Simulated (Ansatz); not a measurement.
Levels about the gap of amorphous Si$_{24}$O$_{49}$Ag$_{2}$ (75 atoms in a cell of 1136 Å³, 2.45 g/cm³; zone centre alone, so wide bands show as single levels with stretches between that a denser mesh fills), at the geometry that PBE relaxed, where it gives -1.4 GPa on a denser mesh. The participation number counts the atoms over which a state spreads; weights are charges in smoothed Voronoi cells. The levels come from a single point, so bond lengths are those of that geometry. Method of the levels: r2SCAN, scalar-relativistic without spin-orbit coupling (Ansatz, an electronic-structure program). Sampling: the zone centre alone; Fermi-Dirac width 0.02 eV; no spin polarisation. At PBE the levels at the filled edge of the gap are localised (band-tail or defect states), and the nearest spread-out levels lie 4.6 eV apart at the zone centre.

A CHGNet melt-quench gave the starting glass, which DFT then relaxed. O atoms were pushed apart under 1.9 Å during the dynamics, to hinder bonds among them. The hot cell started wider than the set density and was brought back towards it in steps. It is the lowest in DFT energy of 2 quenches. It is a model cell: composition and starting density were chosen by hand, and all elements were melted together. No dispersion term was used. Its density started from a set value of 2.45 and ended at 2.45 g/cm³. Cooling (nominally 320 K/ps over its main leg) ran many orders faster than in experiment, which tends to leave more defects and strain. One small periodic cell is one sample of the glass; other quenches scatter about these values. The volume was held where the preparation left it, at a PBE pressure of -1.4 GPa (tension). Stress components on the final sampling reach 2.3 GPa. Cycles of charging lowered its energy after that relaxation.

```
E - E(highest filled), eV  filling  participation number        largest on  weight O  weight Ag  weight Si
-------------------------  -------  --------------------  ----------------  --------  ---------  ---------
-1.39                       filled                   1.5  Ag, 2 neighbours      0.18       0.81       0.01
-1.16                       filled                   3.8  Ag, 2 neighbours      0.57       0.39       0.03
-0.93                       filled                   2.1   O, 2 neighbours      0.81       0.14       0.04
-0.57                       filled                   3.1  Ag, 3 neighbours      0.52       0.45       0.03
-0.39                       filled                   2.8  Ag, 2 neighbours      0.44       0.53       0.03
-0.22                       filled                   3.0  Ag, 2 neighbours      0.51       0.46       0.03
0.00                        filled                   2.4  Ag, 2 neighbours      0.36       0.62       0.03
3.04                         empty                  29.0  Ag, 3 neighbours      0.62       0.17       0.21
4.11                         empty                  11.4  Ag, 3 neighbours      0.54       0.27       0.19
4.47                         empty                  30.0  Si, 4 neighbours      0.56       0.09       0.35
5.01                         empty                  31.3  Ag, 2 neighbours      0.60       0.12       0.29
5.13                         empty                  25.6  Ag, 2 neighbours      0.57       0.15       0.28
5.37                         empty                  38.5  Ag, 2 neighbours      0.65       0.10       0.25
5.45                         empty                  45.1  Ag, 2 neighbours      0.67       0.09       0.24
```

Most localised among these is the filled level at -1.39 eV, on a Ag atom, which has 2 neighbours (O 2.11 Å, O 2.14 Å).
